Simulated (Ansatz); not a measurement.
**What W → Ir does to W**

Start from W in the bcc (W type) structure (space group Im-3m, No. 229; a = 3.154 Å).

The change: Ir takes the place of W on all its sites; the structure is relaxed again.

Calculations: PBEsol, PAW, 420 eV (Ansatz, an electronic-structure program; without spin-orbit coupling), earlier PAW set. Settings: 21×21×21 k-points, 0.05 eV Fermi–Dirac smearing.

```
quantity                              base      changed        shift
-----------------------------  -----------  -----------  -----------
volume per atom                   15.69 Å³     14.56 Å³    -1.136 Å³
density                        19.45 g/cm³  21.92 g/cm³  +2.47 g/cm³
lattice parameter a                3.154 Å      3.076 Å     -0.078 Å
shortest interatomic distance      2.732 Å      2.664 Å     -0.068 Å
band gap                              zero         zero            –
```

Cost of the whole job for the changed cell (relaxation, final SCF and bands): about 27 core-seconds (a rough figure).

No phonon test of stability was made. As relaxed here, Ir is a hypothetical phase, not in the database extracts checked. All final runs are without spin polarisation. Ir has a high density of states at the Fermi level and may be magnetic at this level.
